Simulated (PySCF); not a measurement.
PySCF 2.14.0, R2SCAN/def2-svp, df: La(Cl)3 ([Cl][La]([Cl])[Cl]), 4 atoms. The geometry is a generated start, not checked to be a minimum at this level.

```
Item                                                Result
-------------------------  -------------------------------
task                                                energy
method                                              r2scan
basis                                             def2-svp
two-electron scheme                        density fitting
mol.max_memory                                     3000 MB
mf.max_cycle                                           100
mf.diis_space                                  8 (default)
mf.conv_tol                                1e-09 (default)
mf.grids.level                                 3 (default)
effective core potentials  those of the basis set, past Kr
basis functions                                         86
grid points                                          81344
```

```xyz
4

La     0.2973    -0.3085    -0.9745
Cl    -1.8462    -0.9525     0.1258
Cl    -0.0133     2.0634    -0.2700
Cl     1.5623    -0.8024     1.1186
```

Charge 0 and multiplicity 1 are set for this test and not shown to be the ground state.

With the defaults (mf.DIIS = CDIIS, mf.diis = true, mf.damp = 0, mf.diis_start_cycle = 1, mf.level_shift = 0, mf.init_guess = minao) it converges in 11 Fock builds. One run each on 2 threads, 1 BLAS thread, with these changes:
- mf.DIIS = ADIIS
- mf.level_shift = 0.1 Hartree
- mf.diis = false, mf.damp = 0.7, mf.diis_start_cycle = 999
- mf.level_shift = 1 Hartree
- mf.init_guess = atom
- mf.DIIS = EDIIS
- mf.init_guess = huckel
- mf.diis = false
- mf.damp = 0.7, mf.diis_start_cycle = 8

Q: Which of these changes keep the SCF from converging, or lead it to another solution?

A: No convergence: mf.DIIS = EDIIS; mf.diis = false (the run ends without SCF convergence in 100 cycles). The rest reach the solution of the defaults.

| setting | Fock builds | end |
|---|---|---|
| the defaults | 11 | same solution |
| mf.init_guess = atom | 11 | same solution |
| mf.level_shift = 0.1 Hartree | 12 | same solution |
| mf.init_guess = huckel | 14 | same solution |
| mf.damp = 0.7, mf.diis_start_cycle = 8 | 16 | same solution |
| mf.DIIS = ADIIS | 19 | same solution |
| mf.diis = false, mf.damp = 0.7, mf.diis_start_cycle = 999 | 27 | same solution |
| mf.level_shift = 1 Hartree | 45 | same solution |
| mf.DIIS = EDIIS | 101 | no convergence |
| mf.diis = false | 101 | no convergence |
